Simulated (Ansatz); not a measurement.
Take HgSe in the zinc blende structure (space group F-43m, No. 216; a = 6.0630 Å) as the base. Axes: x, y, z lie along the cube axes.

Computed with LDA (Ansatz, a quantum-chemistry and plane-wave program, PAW, no SOC).

For the base:

```
Property            Value
---------------  --------
Volume per atom  27.86 Å³
Pressure          0.0 GPa
```

Perturbation: compressive biaxial strain of 2.00 % in the plane normal to [001], as in epitaxy on a mismatched substrate; the out-of-plane cell vector and the atoms relax.

Task: Estimate the effect on the energy relative to the base.

Result: The energy goes up by 2.8 meV/atom.

Task: What does the calculation give for the volume per atom after the change?

Result: The volume per atom shrinks by 0.285 Å³ to 27.57 Å³.

Task: What happens to the pressure?

Result: The pressure (mean of the normal stresses, compression positive) goes from zero to 0.5 GPa.

A case with no gap was solved on a k-mesh chosen for an insulator, which is coarse for it. Whether these cells are dynamically stable was not tested. The final runs are not spin-polarised.
